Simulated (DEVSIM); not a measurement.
System: Schottky contact on n-type Si, at 350 K.

| layer (left to right) | material | thickness (μm) | Nd (cm⁻³) | τn (s) | τp (s) |
|---|---|---|---|---|---|
| 1 | Si | 0.310 | 3e16 | 6.6e-7 | 6.6e-7 |

Left contact: Schottky, work function 4.76 eV, emission velocity 8.1e6 cm/s. Right contact: ohmic. Voltage is applied to the left contact. Recombination: SRH at mid-gap, radiative. Mobility is constant in doping.

Constants are typed, rounded textbook-type inputs, not results; the design itself was drawn at random and stands for no fabricated device. Values at 300 K; Nc and Nv go as T^1.5, mobilities as T to minus their exponent, the gap by Varshni's rule with the affinity fixed.

| parameter | Si |
|---|---|
| gap (eV) | 1.124 |
| affinity (eV) | 4.05 |
| permittivity | 11.7 |
| Nc (cm⁻³) | 2.86e19 |
| Nv (cm⁻³) | 3.1e19 |
| μn (cm²/Vs) | 1417 |
| μp (cm²/Vs) | 470 |
| T exponent of μn | 2.3 |
| T exponent of μp | 2.2 |
| B (cm³/s) | 4.7e-15 |
| Varshni α (eV/K) | 0.000473 |
| Varshni β (K) | 636 |

Simulated with DEVSIM: 1D drift-diffusion, Boltzmann statistics, complete ionisation; no tunnelling, impact ionisation, image-force lowering or self-heating. Metal contacts follow the ideal Schottky-Mott rule: no Fermi-level pinning, no interface dipoles.

The temperature was swept, all else fixed.

```json
[
 {"temperature (K)": "250", "dark forward voltage at 100 A/cm² (V)": "0.443", "potential step across the device at zero bias (V)": "0.568", "largest field in the device at zero bias (V/cm)": "71000"},
 {"temperature (K)": "300", "dark forward voltage at 100 A/cm² (V)": "0.384", "potential step across the device at zero bias (V)": "0.533", "largest field in the device at zero bias (V/cm)": "68000"},
 {"temperature (K)": "350", "dark forward voltage at 100 A/cm² (V)": "0.324", "potential step across the device at zero bias (V)": "0.496", "largest field in the device at zero bias (V/cm)": "66000"},
 {"temperature (K)": "400", "dark forward voltage at 100 A/cm² (V)": "…", "potential step across the device at zero bias (V)": "0.459", "largest field in the device at zero bias (V/cm)": "63000"},
 {"temperature (K)": "450", "dark forward voltage at 100 A/cm² (V)": "0.203", "potential step across the device at zero bias (V)": "0.420", "largest field in the device at zero bias (V/cm)": "60000"},
 {"temperature (K)": "500", "dark forward voltage at 100 A/cm² (V)": "0.143", "potential step across the device at zero bias (V)": "0.381", "largest field in the device at zero bias (V/cm)": "58000"}
]
```

Problem. Some entries are withheld; supply them.

Solution. 
- 400, dark forward voltage at 100 A/cm² (V): 0.264
